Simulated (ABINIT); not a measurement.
Troubleshooting ABINIT: a failed run on TiPd (Pm-3m, 2 atoms in the cell). The aim is a self-consistent single point with DFT, LDA (PW92), plane waves, PAW (JTH v2.0 LDA PAW).

The input file:

```
# TiPd, JTH v2.0 LDA PAW
pp_dirpath "./"
pseudos "Ti.LDA_PW-JTH.xml, Pd.LDA_PW-JTH.xml"
acell 5.9107704103 5.9107704103 5.9107704103
rprim
         1.0000000000    0.0000000000    0.0000000000
         0.0000000000    1.0000000000    0.0000000000
         0.0000000000    0.0000000000    1.0000000000
natom 2
ntypat 2
znucl 22 46
typat 1 2
xred
         0.5000000000    0.5000000000    0.5000000000
         0.0000000000    0.0000000000    0.0000000000
ecut 30
pawecutdg 60
occopt 7
tsmear 0.1 eV
nband 21
kptopt 1
ngkpt 9 9 9
nshift 1
shiftk 0 0 0
nstep 60
tolvrs 1.0e-12
prtwf 0
prtden 0
```

Log, with long lists cut:

```
                       0 -1  0   0  0 -1   1  0  0       0  1  0   0  0  1  -1  0  0
                       0  1  0   0  0 -1  -1  0  0       0 -1  0   0  0  1   1  0  0
                       0  0  1   0  1  0   1  0  0       0  0 -1   0 -1  0  -1  0  0
                       0  0 -1   0  1  0  -1  0  0       0  0  1   0 -1  0   1  0  0
                       0  0 -1   0 -1  0   1  0  0       0  0  1   0  1  0  -1  0  0
                       0  0  1   0 -1  0  -1  0  0       0  0 -1   0  1  0   1  0  0
           tolvrs      1.00000000E-12
           tsmear      3.67493254E-03 Hartree
            typat      1  2
           useylm           1
             xred      5.0000000000E-01  5.0000000000E-01  5.0000000000E-01
                       0.0000000000E+00  0.0000000000E+00  0.0000000000E+00
            znucl       22.00000   46.00000

 Slater exchange
 P. A. M. Dirac, Math. Proc. Cambridge Philos. Soc. 26, 376 (1930)
 F. Bloch, Z. Phys. 57, 545 (1929)
 Perdew & Wang
 J. P. Perdew and Y. Wang, Phys. Rev. B 45, 13244 (1992)

--- !ERROR
src_file: m_parser.F90
src_line: 3780
mpi_rank: 0
message: |
    Found token: `NSHIFT` in the input file.
    This name is not one of the registered input variable names (see https://docs.abinit.org/).
    Action: check your input file. Perhaps you mistyped the input variable,
    or specified "img", although this was not permitted for this input variable.
...

 abinit_abort: decision taken to exit. Check above messages for more info
Abort(13) on node 0 (rank 0 in comm 0): application called MPI_Abort(MPI_COMM_WORLD, 13) - process 0

--- !ERROR
src_file: m_parser.F90
src_line: 3780
mpi_rank: 0
message: |
    Found token: `NSHIFT` in the input file.
    This name is not one of the registered input variable names (see https://docs.abinit.org/).
    Action: check your input file. Perhaps you mistyped the input variable,
    or specified "img", although this was not permitted for this input variable.
...
```

From the messages shown, name the fault and mend the input.

The fault is a keyword that the program does not know. The program does not know a key of this name. To fix it, use the program's own name for the key. The program stopped before any SCF iteration.

The sound input it was made from differs as follows (other fixes are possible):
```diff
-nshift 1
+nshiftk 1
```

With that input, the run converged in 42 iterations: free energy E − TS -5111.40 eV; Fermi level (on the code's own zero) 10.80 eV; pressure -4.28 GPa (DFT, LDA (PW92), plane waves, PAW (JTH v2.0 LDA PAW)).

On the sound input: the starting cell comes from a database of computed structures (which also holds hypothetical and non-ambient phases and stackings), without a prior relaxation at this level. Its lattice was rescaled by a random factor within 2.5 % of one. Spin polarisation is off. With a pressure of about -4 GPa the cell is away from its equilibrium volume at this level.

These are the values that this program gave, and no reference: the one-centre exchange-correlation terms come from a truncated expansion.
